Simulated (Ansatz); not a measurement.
Surface energy of faces of hcp Tl in PBE and in r2SCAN, in Ansatz (plane waves, PAW). Symmetric slabs relaxed with PBE from ideal cuts in 1x1 cells (the lowest computed cut and spin start of each face; real faces may reconstruct in larger cells); r2SCAN values are single points on them, with the bulk at the same level. No spin-orbit coupling, no U.

```
face     PBE (J/m²)  r2SCAN (J/m²)
-------  ----------  -------------
(0001)         0.28           0.35
(10-10)        0.25           0.32
(10-11)        0.28           0.36
(10-12)        0.30           0.37
(11-20)        0.30           0.38
(11-21)        0.30           0.37
(11-22)        0.28           0.36
(20-21)        0.26           0.34
(21-30)        0.28              ?
```

Problem. Fit a straight line y = a·x + b by least squares to the 8 complete rows (x: PBE (J/m²); y: r2SCAN (J/m²)).

Solution. the means are x̄ = 0.2812 and ȳ = 0.3562; Σ(x − x̄)² = 0.0024875 and Σ(x − x̄)(y − ȳ) = 0.0024375, so a = 0.980 and b = ȳ − a·x̄ = 0.081. The largest residual is 0.006.

Problem. What does the line predict for the withheld row, (21-30), and what did the calculation give?

Solution. the line gives 0.36; the calculation gave 0.35, a miss of -0.01, of the size of the fitted rows' scatter and rounding.

Ansatz is a program for electronic structure.
